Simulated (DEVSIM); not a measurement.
Device: Ru/SiO2/p-Si capacitor, at 300 K.

| layer (left to right) | material | thickness (nm) | Na (cm⁻³) |
|---|---|---|---|
| 1 | SiO2 | 2.60 | - |
| 2 | Si | 830 | 4.8e17 |

Metal gate on the left, work function 4.7 eV. Fixed charge at the semiconductor interface -3.8e10 cm⁻² (in units of +e); interface traps 2.3e10 cm⁻² eV⁻¹, uniform in energy, neutral level at 0.5 of the gap above the valence band.

Constants are typed, rounded textbook-type inputs, not results; the design itself was drawn at random and stands for no fabricated device. Values at 300 K; Nc and Nv go as T^1.5, mobilities as T to minus their exponent, the gap by Varshni's rule with the affinity fixed.

```tsv
parameter	SiO2	Si
gap (eV)	9	1.124
affinity (eV)	0.9	4.05
permittivity	3.9	11.7
Nc (cm⁻³)	-	2.86e19
Nv (cm⁻³)	-	3.1e19
Varshni α (eV/K)	-	0.000473
Varshni β (K)	-	636
```

Model (solved in DEVSIM): 1D Poisson equation in equilibrium, Boltzmann statistics, complete ionisation; no quantum confinement or tunnelling. Metal contacts follow the ideal Schottky-Mott rule: no Fermi-level pinning, no interface dipoles.

Base results: threshold voltage (band bending 2φF) (V) 0.84; minimum of the low-frequency capacitance (μF/cm²) 0.199; flat-band voltage (V) -0.36; capacitance of the dielectric stack (μF/cm²) 1.33.

Q: What follows from this one change: fixed charge -3.8e+10 → -3.638e+12 cm^-2?

A: threshold voltage (band bending 2φF) 0.84 → 1.27 V; minimum of the low-frequency capacitance little changed (0.201 μF/cm²); flat-band voltage -0.36 → 0.07 V; capacitance of the dielectric stack little changed (1.33 μF/cm²).

Q: What follows from this one change: temperature 300 → 450 K?

A: threshold voltage (band bending 2φF) 0.84 → 0.73 V; minimum of the low-frequency capacitance 0.199 → 0.235 μF/cm²; flat-band voltage -0.36 → -0.24 V; capacitance of the dielectric stack little changed (1.33 μF/cm²).

Q: What follows from this one change: interface trap density 2.3e+10 → 1e+12 cm^-2 eV^-1?

A: threshold voltage (band bending 2φF) 0.84 → 0.89 V; minimum of the low-frequency capacitance 0.199 → 0.303 μF/cm²; flat-band voltage -0.36 → -0.42 V; capacitance of the dielectric stack little changed (1.33 μF/cm²).

Q: What follows from this one change: gate work function 4.7 → 4.4 eV?

A: threshold voltage (band bending 2φF) 0.84 → 0.54 V; minimum of the low-frequency capacitance little changed (0.199 μF/cm²); flat-band voltage -0.36 → -0.66 V; capacitance of the dielectric stack little changed (1.33 μF/cm²).

Q: What follows from this one change: substrate doping 4.8e+17 → 2.4e+16 cm^-3?

A: threshold voltage (band bending 2φF) 0.84 → 0.53 V; minimum of the low-frequency capacitance 0.199 → 0.0588 μF/cm²; flat-band voltage -0.36 → -0.29 V; capacitance of the dielectric stack little changed (1.33 μF/cm²).

Q: What follows from this one change: SiO2 thickness 0.0026 → 0.001 μm?

A: threshold voltage (band bending 2φF) 0.84 → 0.65 V; minimum of the low-frequency capacitance 0.199 → 0.221 μF/cm²; flat-band voltage little changed (-0.37 V); capacitance of the dielectric stack 1.33 → 3.45 μF/cm².
